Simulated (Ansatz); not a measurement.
Start from Rh in the fcc (Cu type) structure (space group Fm-3m, No. 225; a = 3.8301 Å).

Method: Ansatz (a program for electronic structure), PBE, PAW, cutoff 420 eV, no SOC.

One change was made to it. Results:

The density goes up by 0.916 g/cm³ (12.17 g/cm³ → 13.08 g/cm³); the shortest interatomic distance drops by 0.122 bohr to 4.996 bohr.

Problem. Which of these changes matches the shifts?
A) pressure 2.1 GPa
B) pressure 22.5 GPa
C) pressure 4.5 GPa

Solution. B, pressure 22.5 GPa. For comparison, the density in the other runs: pressure 2.1 GPa gives 12.26 g/cm³; pressure 4.5 GPa gives 12.37 g/cm³.

Load acts through the strain it causes; cell and atoms are relaxed under it. Stability against distortions was not tested. No other phases were tried under pressure. The final runs are not spin-polarised.
